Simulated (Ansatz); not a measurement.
**A self-consistent single point of Cu (I4/mmm, 1 atom in the cell) with Ansatz (a program for electronic structure)**

Method of the run: LDA (PW92), default PAW files made with PBE (plane waves; Ansatz).

This input was run:

Ansatz 0.2 input:
```yaml
crystal:
  lattice:
    - [-1.45508200, 1.45508200, 1.36632200]
    - [1.45508200, -1.45508200, 1.36632200]
    - [1.45508200, 1.45508200, -1.36632200]
  atoms:
    - { symbol: Cu, position: [0.00000000, 0.00000000, 0.00000000] }
basis:
  ecutwfc: 30.9 Ry
kpoints:
  mp_grid:
    grid: [16, 16, 16]
hamiltonian:
  xc: lda
  pseudopotentials:
    kind: paw
scf:
  occupations:
    method: gaussian
    width: 0.0073 Ry
output:
  forces: true
  eigenvalues: true
  stress: true
```

Log, with long lists cut:

```
WARN ansatz: RAYON_NUM_THREADS=1 ignored (pool sized by the plan → 1); use --threads N
Pseudopotentials: kind: paw
Pseudopotential: Cu, paw, valence charge 19
Crystal: 1 atoms, lattice volume = 11.571 Å³
Basis set: ecut = 420.4159175005146 eV, 225 PW (Γ)
Bands: 14, of which v1, the nominal top of the filled ones, is band 10 counted from 1 (9 counted from 0)
Symmetry: 16 space group operations
Space group: I4/mmm (ITA 139), of the structure as read, at distance tolerance 2.3e-5 Å
k-points: 349 of 4096
PAW frozen core: Cu, regenerated for the run's functional, and the local potential with it
Initial density: superposition of atomic densities (neutral atoms: chi_scale 0, normalization atom), corrected by the library's trained network
Initial wavefunctions: pseudopotential atomic-orbital guess
Eigensolver: davidson
Functional: x = slater, c = lda
SCF iter   1: F=—  HF=-6555.665938 eV  |F-HF|=—  |Δ(HF+E_count)|=         —  Δρ=2.50e-2  dr2=3.27e-2  ethr=1.77e-3  ⟨swp⟩=5.4  Hψ=24489  notcnv=0
all-band conjugate gradients solve this SCF's bands
preconditioner: auto → none
SCF iter   2: F=—  HF=-6555.657858 eV  |F-HF|=—  |Δ(HF+E_count)|=   8.08e-3  Δρ=1.84e-3  dr2=3.04e-4  ethr=1.72e-4  ⟨swp⟩=2.8  Hψ=10668  notcnv=0  defer=138
SCF iter   3: F=—  HF=-6555.657817 eV  |F-HF|=—  |Δ(HF+E_count)|=   4.09e-5  Δρ=1.51e-3  dr2=7.01e-5  ethr=1.60e-6  ⟨swp⟩=2.3  Hψ=7472  notcnv=0  defer=138
SCF iter   4: F=—  HF=-6555.657865 eV  |F-HF|=—  |Δ(HF+E_count)|=   4.83e-5  Δρ=3.00e-5  dr2=6.28e-8  ethr=3.69e-7  ⟨swp⟩=1.0  Hψ=4744  notcnv=0  defer=138
iter 5 did not close the SCF: its close was put off for the readings that it lacked (scf_convergence_deferred on its scf_iter line)
SCF iter   5: F=-6555.657866 eV  HF=-6555.657866 eV  |F-HF|=1.01e-10  |Δ(HF+E_count)|=   8.31e-8  Δρ=3.87e-6  dr2=4.33e-10  ethr=3.31e-10  ⟨swp⟩=2.0  Hψ=8078  notcnv=0  defer=138
SCF iter   6: F=-6555.657866 eV  HF=-6555.657866 eV  |F-HF|=8.19e-12  |Δ(HF+E_count)|=  2.36e-11  Δρ=1.80e-7  dr2=2.06e-12  ethr=2.28e-12  ⟨swp⟩=2.8  Hψ=15138  notcnv=0
SCF 1 converged in 6 iterations: F = -6555.657866 eV  dr2 = 2.06e-12
SCF converged after 6 iterations
Free energy (F): -6555.657866 eV
Harris-Foulkes:  -6555.657866 eV  (|F-HF|=8.19e-12)
Internal energy: -6555.655032 eV  (E = F + TS)
E sigma→0 (E₀):  -6555.656449 eV
Entropy (-TS):   -0.002834 eV (-2.834 meV/atom)
Fermi energy:    16.787618 eV
--- Per-component energies (eV) ---
  E_band       = -356.745629
  E_kinetic    = 300.724451
  E_local      = -4015.191437  (includes V_loc(G=0)·N_el)
  E_nonlocal   = 393.937516
  E_hartree    = 1765.593051
  E_xc         = -89.294357
  E_vxc        = -115.811502  (∫ρ·V_xc dr)
  E_paw        = -1593.003037  (= ΣΔE_a)
  E_vpaw       = -451.590882  (= ΣTr[D̂ρ^β])
  E_aug_tail   = 0.000214  (compensation charges beyond the density's cutoff)
  E_ewald      = -3318.871093
  E_core_change = 0.449660  (= ΣΔE_core)
  E_smearing   = -0.002834  (= −TS)
  E_closure    = -0.000000  (closes the sum)
  Σ components = -6555.657866   (vs F -6555.657866, Δ=0.00e0)
--- Forces (eV/Å), atoms counted from 1 ---
  atom   1  Cu     0.00000000    -0.00000000     0.00000000
  max |Σ_I F_I| component: 4.75e-31 eV/Å
--- Stress (GPa, compression-positive) ---
       -9.121673       0.000000      -0.000000
        0.000000      -9.121673      -0.000000
       -0.000000      -0.000000      -9.372939
  P = ⅓ Tr σ = -9.2054 GPa (-92.054 kbar)
  The stress holds the Pulay correction. Without it, at fixed plane waves, as pw.x and ABINIT print it: P = -9.3114 GPa
--- Band table (eV; the first three rows and the last of 349) ---
  k-point 0: bands = ["-95.0315", "-52.7809", "-52.7753", "-52.7753", "7.2019", "13.4138", "13.6794", "13.6794", "14.4950", "14.7784", "41.3891", "41.3891", "43.1719", "44.9740"]
  k-point 1: bands = ["-95.0308", "-52.7824", "-52.7801", "-52.7752", "7.3487", "13.4178", "13.6550", "13.7367", "14.4659", "14.7739", "39.3851", "41.4066", "42.7789", "43.7266"]
  k-point 2: bands = ["-95.0290", "-52.7936", "-52.7867", "-52.7747", "7.7825", "13.4231", "13.5860", "13.9025", "14.3961", "14.7615", "36.1212", "40.8492", "41.9981", "42.4765"]
  k-point 348: bands = ["-95.0007", "-52.8734", "-52.8734", "-52.8636", "11.9775", "12.0314", "15.2157", "15.2157", "15.2806", "24.1689", "24.1689", "26.6006", "30.0403", "30.6248"]
```

The run converged in 6 iterations.

The starting cell comes from a database of computed structures (which also holds hypothetical and non-ambient phases and stackings), without a prior relaxation at this level. Its lattice was rescaled by up to half a per cent. Spin polarisation is off. With a pressure of about -9 GPa the cell is away from its equilibrium volume at this level. Ansatz's pressure includes its estimate of the finite-basis (Pulay) stress.
